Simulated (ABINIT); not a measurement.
## Equation of state of hcp Zn (space group 194): energy against volume (ABINIT, PBE)

```
CELL_PARAMETERS angstrom
      2.61270     0.00000     0.00000
     -1.30635     2.26267     0.00000
      0.00000     0.00000     4.86198
ATOMIC_POSITIONS crystal
  Zn 0.66667 0.33333 0.75000
  Zn 0.33333 0.66667 0.25000
```

Level of theory: PBE, norm-conserving pseudopotentials (PseudoDojo nc-sr-05 PBE standard) (plane waves; ABINIT). Settings: pseudos = [Zn.upf]; ecut = 1497 eV; ixc = 11; occopt = 3; tsmear = 0.00183747 Ha; ngkpt = 15 15 7; nshiftk = 1; shiftk = 0 0 0; potentials = PseudoDojo nc-sr-05 PBE standard; nband = 27; kptopt = 1; nstep = 100; toldfe = 1e-09 Ha. The cell above is the first row's. The rows scale it uniformly. In all rows fractional positions and the k mesh are held. E is the free energy at the stated smearing, counted from the lowest row.

```csv
V (Å^3/atom),E (meV/atom)
14.371,?
14.684,2.92
14.996,0.00
15.308,0.29
15.621,3.38
15.933,8.92
16.246,16.56
16.558,26.03
16.871,37.06
```

Fit E of the 8 rows that show it with the third-order Birch-Murnaghan form, a cubic in V^(-2/3). With u = V^(-2/3) - 0.159, the rows have u = 0.007765, 0.005443, 0.003201, 0.001027, -0.001069, -0.003104, -0.005068, -0.006978. Least squares gives E = 5.793 - 2626.11·u + 277605·u² + 1674237·u³. Residuals (row less fit): -0.003, 0.007, 0.004, -0.011, 0.004, -0.009, 0.016, -0.006; standard error 0.012 (degrees of freedom: 4). Its minimum lies at u = 0.004543, so V0 = (0.163543)^(-3/2) = 15.12. There d²E/du² = 600800 and d³E/du³ = 1.005e7, so B0 = (4/9) × 15.12^(-7/3) × 600800 × 0.160218 = 75.7 GPa (the last factor turns the table's units into GPa), and B0' = 4 + (2/3) × 0.163543 × (1.005e7)/600800 = 5.8. The program's pressures in the fitted runs (not shown) pass through zero at V = 15.12, 0.01 % from this V0.

Estimate the missing E (V = 14.371); what did the run itself give?

u = 0.010177, so E = 5.793 - 2626.11 × 0.010177 + 277605 × 0.010177² + 1674237 × 0.010177³ = 9.584 meV/atom. The calculation gives 9.50 meV/atom, 0.084 meV/atom below the prediction (0.2 % of the range of E in the table). The row lies outside the fitted rows, so this is an extrapolation. From the scatter of the fitted rows alone, a prediction at this place has a standard error of 0.035 meV/atom, so the miss is 2.4 times that.

Carrying the step between the two nearest rows on in a straight line would have given 5.85, off by 3.65; series whose last step already gives the withheld value aren't shown. The scan was laid around a cell of about the measured size, scaled by a guess for this functional; axis ratios and inner coordinates come from that cell. The runs keep the symmetry of the cell, so they don't test it for distortions. The shape of the cell and the inner coordinates aren't relaxed, so V0 and B0 belong to this uniform scaling; a relaxed crystal lies no higher in energy and is usually softer. Cutoffs and mesh are single choices, not tested for convergence of this quantity. Series with a scatter that would blur these digits, or in which a gap closes, are not shown. Nor are scans whose minimum lies at an end fitted in this form.
